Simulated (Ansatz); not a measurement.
Rutile MgH2, treated with PBEsol (PAW; Ansatz, a quantum-chemistry and plane-wave program).

Settings: plane-wave cutoff 520 eV, 6×6×8 k mesh (along the axes of the cell as run), perturbation theory, scalar-relativistic PAW data made under PBE.

Computed at the level's own relaxed cell.

Problem. Estimate the electronic dielectric constant ε∞ (mean over three axes) and static dielectric constant (mean over three axes) that the calculation returns.

Solution. 
electronic dielectric constant ε∞ (mean over three axes): 4.18
static dielectric constant (mean over three axes): 10.8

Computing time: about 7 core-minutes (a rough figure).
